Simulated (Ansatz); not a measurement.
An Ansatz (a quantum-chemistry and plane-wave program) input (r2SCAN (Ansatz; PAW; 500 eV plane waves; without spin-orbit coupling), earlier PAW set):

Ansatz 0.2 input:
```yaml
crystal:
  lattice:
    - [-3.0092306829, 2.9786220045, 2.3248055873]
    - [3.0174152596, -3.0756333109, 2.4559501086]
    - [3.0170333318, 3.0834359598, -2.4457466447]
  atoms:
    - { symbol: Al, position: [0.6545028784, 0.1538920845, 0.816719491] }
    - { symbol: Al, position: [0.8459866442, 0.6631926045, 0.4994060861] }
    - { symbol: Al, position: [0.1540133558, 0.3368073955, 0.5005939139] }
    - { symbol: Al, position: [0.3454971216, 0.8461079155, 0.183280509] }
    - { symbol: Cu, position: [0.2502306922, 0.2521833132, 0.0024107084] }
    - { symbol: Cu, position: [0.7497693078, 0.7478166868, -0.0024107084] }
basis: { ecutwfc: 500, ecutrho_ratio: 4, xc_grid: 4, fft_grid_basis: typed }
kpoints: { mp_grid: { grid: [12, 12, 12] } }
hamiltonian:
  xc: r2scan
  dispersion: none
  pseudopotentials: { azcp: { folder: ./paw }, kind: paw }
scf: { occupations: { method: fermi_dirac, width: 0.05 }, convergence: { dr2_threshold: 0.0000000006 } }
output: { forces: true, stress: true }
checkpoint: { write: state.ck, write_every: 1000 }
```

Question: Which symmetry and how many k-points will the program report, and about how many plane waves at Γ?

Answer: Space group P-1 (ITA 2) with 2 operations, k-points 868 of 1728, and 2199 plane waves at Γ.

Question: And the final pressure?

Answer: -1.24 GPa (compression positive).

Single points use the geometry relaxed with PBEsol. The cells carry an imposed strain or load. No phonon test of stability was made. The final runs are not spin-polarised. The cell was made from Al2Cu (space group I4/mcm, No. 140) by this change: strain tensor (xx, yy, zz, yz, xz, xy) = (+0.54, +1.00, −0.70, −2.02, +0.17, +0.13) %.
